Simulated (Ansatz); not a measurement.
The starting structures come from a database of crystals and need not be the phases stable at ambient conditions.

By PBEsol, the system below comes out a metal.

Data:

```
Ti
1.0
    2.81600     0.00000     0.00000
   -0.93867     2.65495     0.00000
    0.93867     1.32748     2.23028
Ti
1
Cartesian
  0.00000   0.00000   0.00000
```

Space group of this cell: Fmmm. The cell is strained (lengths along the current scaled by 0.97, ions clamped); by PBEsol its mean pressure is -0.9 GPa.

The current flows along the normal of the first two printed cell vectors. No spin-orbit coupling; the value is a mean over 0.1 eV about the Fermi level.

Question: State the ballistic conductance per area according to PBEsol (Ansatz, a quantum-chemistry and plane-wave program).

Answer: 1.6 × 10¹⁵ S/m² for both spins.
